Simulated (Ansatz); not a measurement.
# BeTe, response to strain

Base system: BeTe in the zinc blende structure (space group F-43m, No. 216; a = 5.554 Å). Axes: x, y, z lie along the cube axes.

Strains are applied to the cell and any free atomic positions relax.

All numbers come from plane-wave PAW DFT at the LDA level (Ansatz, a program for electronic structure, 420 eV), no spin-orbit coupling.

Notes on the quantities. energy relative to the base: free energy F.

| uniaxial strain ε_zz (%) | energy relative to the base (meV/atom) |
|---|---|
| 0 | 0.0 |
| 0.5 | 0.2 |
| 1 | 0.7 |
| 1.5 | 1.6 |
| 2 | 2.8 |
| 2.5 | ? |
| 3 | 6.2 |

Task: Fit ΔE = Aε² + Bε³ (ε in %) to the rows shown and predict the withheld row.

Result: Least squares on the printed values gives A = 0.725 and B = -0.012 meV/atom (largest residual 0.0 meV/atom); this predicts 4.3 meV/atom, and the run gives 4.3 meV/atom, in agreement.

Whether these cells are dynamically stable was not tested.
